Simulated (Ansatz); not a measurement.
Ansatz (an electronic-structure program) run on MoCl6 (P31m, 7 atoms in the cell): self-consistent single point.

Method of the run: LDA (PW92), default PAW files made with PBE (plane waves; Ansatz).

```
MoCl6
1.0
    6.15496     0.00000     0.00000
   -3.07748     5.33035     0.00000
    0.00000     0.00000     5.64892
Mo Cl
1 6
Direct
  0.00000   0.00000   0.50885
  0.30361   0.30361   0.26629
  0.69639   0.69639   0.73371
  0.69639   0.00000   0.26629
  0.30361   0.00000   0.73371
  0.00000   0.69639   0.26629
  0.00000   0.30361   0.73371
```

Reference input (self-consistent single point, DFT, LDA (PW92), plane waves, default PAW files made with PBE): basis.ecutwfc = 30.9 Ry; kpoints.mp_grid.grid = 5 5 5; hamiltonian.xc = lda; hamiltonian.pseudopotentials = {kind: paw} (the program's default PAW files); scf.occupations.method = fixed. This run's input differs from it in these lines:

Ansatz 0.2 input:
```diff
@@ -17,3 +17,3 @@
 kpoints:
-  mp_grid: { grid: [5, 5, 5] }
+  mp_grid: { grid: [8, 8, 8] }
 hamiltonian:
```

The program printed (abridged):

```
SCF iter   1: F=—  HF=-11112.245460 eV  |F-HF|=—  |Δ(HF+E_count)|=         —  Δρ=5.74e-3  dr2=4.58e-2  ethr=1.77e-3  ⟨swp⟩=4.0  Hψ=8141  notcnv=0  defer=261
all-band conjugate gradients solve this SCF's bands
preconditioner: auto → Resta (q_TF=auto, 2.235 Å⁻¹)
SCF iter   2: F=—  HF=-11112.238822 eV  |F-HF|=—  |Δ(HF+E_count)|=   6.64e-3  Δρ=3.31e-3  dr2=1.74e-2  ethr=8.18e-5  ⟨swp⟩=2.7  Hψ=3787  notcnv=0  defer=320
   [... lines left out ...]
SCF iter   5: F=—  HF=-11112.235612 eV  |F-HF|=—  |Δ(HF+E_count)|=   4.62e-5  Δρ=6.95e-5  dr2=1.34e-5  ethr=5.13e-7  ⟨swp⟩=2.1  Hψ=2969  notcnv=0  defer=133
SCF iter   6: F=—  HF=-11112.235654 eV  |F-HF|=—  |Δ(HF+E_count)|=   4.17e-5  Δρ=2.81e-5  dr2=2.67e-6  ethr=2.39e-8  ⟨swp⟩=2.1  Hψ=3540  notcnv=0  defer=130
SCF iter   7: F=—  HF=-11112.235654 eV  |F-HF|=—  |Δ(HF+E_count)|=   1.75e-7  Δρ=1.28e-5  dr2=6.11e-7  ethr=4.77e-9  ⟨swp⟩=2.3  Hψ=3226  notcnv=0  defer=130
SCF iter   8: F=-11112.235654 eV  HF=-11112.235654 eV  |F-HF|=1.40e-8  |Δ(HF+E_count)|=   1.72e-8  Δρ=3.31e-6  dr2=3.47e-8  ethr=1.79e-10  ⟨swp⟩=12.3  Hψ=12774  notcnv=0
SCF 1 converged in 8 iterations: F = -11112.235654 eV  dr2 = 3.47e-8
Free energy (F): -11112.235654 eV
Internal energy: -11112.235654 eV  (E = F + TS)
E sigma→0 (E₀):  -11112.235654 eV
Fermi energy:    1.731158 eV
--- Forces (eV/Å), atoms counted from 1 ---
  atom   1  Mo    -0.00000000     0.00000000    -0.83943510
  atom   2  Cl    -0.12187435    -0.21109256     0.17138908
  atom   3  Cl    -0.02963235    -0.05132474     0.10844104
  atom   4  Cl     0.24374870     0.00000000     0.17138908
  atom   5  Cl     0.05926471     0.00000000     0.10844104
  atom   6  Cl    -0.12187435     0.21109256     0.17138908
  atom   7  Cl    -0.02963235     0.05132474     0.10844104
--- Stress (GPa, compression-positive) ---
       -1.931529       0.000000       0.000000
        0.000000      -1.931529       0.000000
        0.000000       0.000000      -2.193192
  P = ⅓ Tr σ = -2.0188 GPa (-20.188 kbar)
  The stress holds the Pulay correction. Without it, at fixed plane waves, as pw.x and ABINIT print it: P = -2.0223 GPa
```

The run converged in 8 iterations. Against the reference run the free energy stays essentially unchanged (within 1 meV/atom), the pressure stays at -2.02 GPa, the largest force stays at 0.839 eV/Å and the gap on the mesh goes from 0.959 to 0.946 eV.

The starting cell comes from a database of computed structures (which also holds hypothetical and non-ambient phases and stackings), without a prior relaxation at this level. Its lattice was rescaled by up to half a per cent. One atom was moved a little off its site on purpose. Ansatz's pressure includes its estimate of the finite-basis (Pulay) stress.

Cost on one core of a shared machine: roughly 40 s.
